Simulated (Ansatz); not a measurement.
# CsPbBr3 under a change: isotropic strain +3.00 %

Consider CsPbBr₃ in the cubic perovskite structure (space group Pm-3m, No. 221; a = 5.770 Å).

Perturbation: the cell is scaled by 1.0300 in all directions; the atoms relax in the strained cell.

Calculations: LDA (Ansatz, a first-principles code, PAW, no spin-orbit coupling). k-mesh 6×6×6 (Γ-centred); smearing 0.05 eV (Fermi–Dirac).

```csv
quantity,base,changed,shift
space group,Pm-3m (No. 221),Pm-3m (No. 221),–
shortest interatomic distance,5.452 bohr,5.616 bohr,+0.164 bohr
energy relative to the base (free energy F),0 meV/atom,+22 meV/atom,+22 meV/atom
pressure,0.00 GPa,-1.82 GPa,-1.82 GPa
band gap,1.17 eV,1.53 eV,+0.36 eV
gap character,direct at R,direct at R,–
mean gap deformation potential ΔEg/Δln V,–,+4.1 eV,–
"electron mass (degenerate bands, along [100])","0.066, 0.67, 0.67 mₑ (at R)","0.082, 0.76, 0.76 mₑ (at R)",–
hole mass,0.11 mₑ (at R),0.15 mₑ (at R),–
"valley order (the lowest conduction-band minima on the path, energy above the VBM, named in the base's zone)",R along ⟨111⟩ 1.17 eV; Γ 2.42 eV,R along ⟨111⟩ 1.53 eV; Γ 2.86 eV,–
```

Final structure:

```xyz
5
Lattice="5.9433 0.0000 0.0000 0.0000 5.9433 0.0000 0.0000 0.0000 5.9433" Properties=species:S:1:pos:R:3 pbc="T T T"
Cs     0.0000     0.0000     0.0000
Pb     2.9717     2.9717     2.9717
Br     2.9717     0.0000     2.9717
Br     0.0000     2.9717     2.9717
Br     2.9717     2.9717     0.0000
```

Spin-orbit coupling, missing from the scalar runs, can matter with Pb. Effective masses come from finite differences of ±0.01 Å⁻¹. No phonon test of stability was made. Many cubic perovskites are stable only at high temperature; tilts and polar distortions were not tested. This is not the structure that CsPbBr3 has at room temperature and ambient pressure.
